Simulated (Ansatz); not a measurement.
Functionals compared on a constructed model of the (100) surface of fcc Pd, a pseudomorphic layer of Re in the host's stacking (bottom of the slab: a bare face, its two planes held), in Ansatz (plane waves, PAW). The structure was relaxed with PBE; the other rows are single points on it. Cutoff 420 eV (500 eV for r2SCAN).

Model: 7-atom slab, 12.1 Å thick at the start, 13x13x1 mesh, Fermi-Dirac 0.1 eV, dipole correction, 2 atoms held, the rest relaxed; symmetry of the start imposed; no spin, no spin-orbit, no U. It is one candidate, not shown to be the stable structure of the face. These notes are the PBE run's.

```tsv
functional	work function of the top face (eV)	rough cost of the single point
PBE	5.36	–
RPBE	5.23	around 23 core-seconds (rough)
r2SCAN	5.44	roughly 100 core-seconds
```

Ansatz is an electronic-structure program.
